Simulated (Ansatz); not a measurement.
**A computed series for ZnSe: response to strain**

The reference is ZnSe in the zinc blende structure (space group F-43m, No. 216; a = 5.633 Å). Axes: x, y, z lie along the cube axes.

Strains are applied to the cell and any free atomic positions relax; under biaxial strain the out-of-plane vector relaxes too.

Method: PBEsol/PAW in Ansatz (a quantum-chemistry and plane-wave program), no SOC.

Notes on the quantities. energy relative to the base: free energy F.

| biaxial strain, plane normal [001], relaxed out of plane (%) | energy relative to the base (meV/atom) |
|---|---|
| 0 | 0.0 |
| 0.5 | 0.3 |
| 1 | 1.1 |
| 1.5 | ? |
| 2 | 4.2 |
| 2.5 | 6.5 |
| 3 | 9.2 |

Problem. Fit ΔE = Aε² + Bε³ (ε in %) to the rows shown and predict the withheld row.

Solution. Least squares on the printed values gives A = 1.12 and B = -0.032 meV/atom (largest residual 0.0 meV/atom); this predicts 2.4 meV/atom, and the run gives 2.4 meV/atom, in agreement.

Stability against distortions was not tested.
